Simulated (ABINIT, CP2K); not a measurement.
An ABINIT input for a self-consistent single point of Si (Fd-3m, 2 atoms in the cell) (DFT, PBE, plane waves, norm-conserving pseudopotentials (PseudoDojo nc-sr-05 PBE standard)):

```
# Si, PseudoDojo nc-sr-05 PBE standard
pp_dirpath "./"
pseudos "Si.upf"
acell 7.1285980638 7.1285980638 7.1285980638
rprim
         0.0000000000    0.7071067812    0.7071067812
         0.7071067812    0.0000000000    0.7071067812
         0.7071067812    0.7071067812    0.0000000000
natom 2
ntypat 1
znucl 14
typat 1 1
xred
         0.2500000000    0.2500000000    0.2500000000
         0.0000000000    0.0000000000    0.0000000000
ecut 36 Ry
ixc 11
occopt 3
tsmear 0.00183747
nband 9
kptopt 1
ngkpt 8 8 8
nshiftk 1
shiftk 0 0 0
nstep 60
tolvrs 1.0e-11
prtwf 0
prtden 0
```

Task: Write the same calculation as an input for CP2K.

Result: This is the input that was run; spellings and numerical settings could be chosen otherwise.

```
&GLOBAL
  PROJECT scf
  RUN_TYPE ENERGY_FORCE
  PRINT_LEVEL LOW
&END GLOBAL
&FORCE_EVAL
  METHOD Quickstep
  STRESS_TENSOR ANALYTICAL
  &DFT
    BASIS_SET_FILE_NAME BASIS_MOLOPT
    POTENTIAL_FILE_NAME GTH_POTENTIALS
    &QS
      METHOD GPW
      EPS_DEFAULT 1E-10
    &END QS
    &MGRID
      CUTOFF 400
      REL_CUTOFF 50
      NGRIDS 4
    &END MGRID
    &SCF
      SCF_GUESS ATOMIC
      EPS_SCF 1E-6
      MAX_SCF 100
      ADDED_MOS 4
      &DIAGONALIZATION
        ALGORITHM STANDARD
      &END DIAGONALIZATION
      &MIXING
        METHOD BROYDEN_MIXING
        ALPHA 0.3
        NBUFFER 12
        BETA 1.5
      &END MIXING
      &SMEAR ON
        METHOD FERMI_DIRAC
        ELECTRONIC_TEMPERATURE [K] 580.23
      &END SMEAR
    &END SCF
    &KPOINTS
      SCHEME MONKHORST-PACK 8 8 8
      GAMMA_CENTERED T
    &END KPOINTS
    &XC
      &XC_FUNCTIONAL PBE
      &END XC_FUNCTIONAL
    &END XC
    &PRINT
      &MO
        EIGENVALUES T
        OCCUPATION_NUMBERS T
        NDIGITS 8
        FILENAME mo
        &EACH
          QS_SCF 0
        &END EACH
        ADD_LAST NUMERIC
      &END MO
      &MULLIKEN OFF
      &END MULLIKEN
    &END PRINT
  &END DFT
  &SUBSYS
    &CELL
      ABC 3.77229200 3.77229139 3.77229160
      ALPHA_BETA_GAMMA 59.99999324 59.99999653 59.99999467
      PERIODIC XYZ
    &END CELL
    &COORD
      Si       1.88614600     1.08896675     0.77001575
      Si       0.00000000     0.00000000     0.00000000
    &END COORD
    &KIND Si
      BASIS_SET DZVP-MOLOPT-SR-GTH-q4
      POTENTIAL GTH-PBE-q4
    &END KIND
  &END SUBSYS
  &PRINT
    &FORCES ON
    &END FORCES
    &STRESS_TENSOR ON
    &END STRESS_TENSOR
  &END PRINT
&END FORCE_EVAL
```

Basis settings and potentials, where a program has them, do not carry over. This input uses DFT PBE, GPW, DZVP-MOLOPT-SR-GTH basis, GTH-PBE potentials (GTH_POTENTIALS). Both were run: pressure 7.70 GPa in ABINIT and 7.44 in CP2K; gap on the mesh 0.521 eV in ABINIT and 0.584 in CP2K.

On ABINIT: the starting cell comes from a database of computed structures (which also holds hypothetical and non-ambient phases and stackings), without a prior relaxation at this level. For this run, on top of that: lattice scaled by 0.98. With a pressure of about 8 GPa the cell is away from its equilibrium volume at this level.

On CP2K: the starting cell comes from a database of computed structures (which also holds hypothetical and non-ambient phases and stackings), without a prior relaxation at this level. For this run, on top of that: lattice scaled by 0.98. Values carry the incompleteness of an atom-centred basis. With a pressure of about 7 GPa the cell is away from its equilibrium volume at this level.
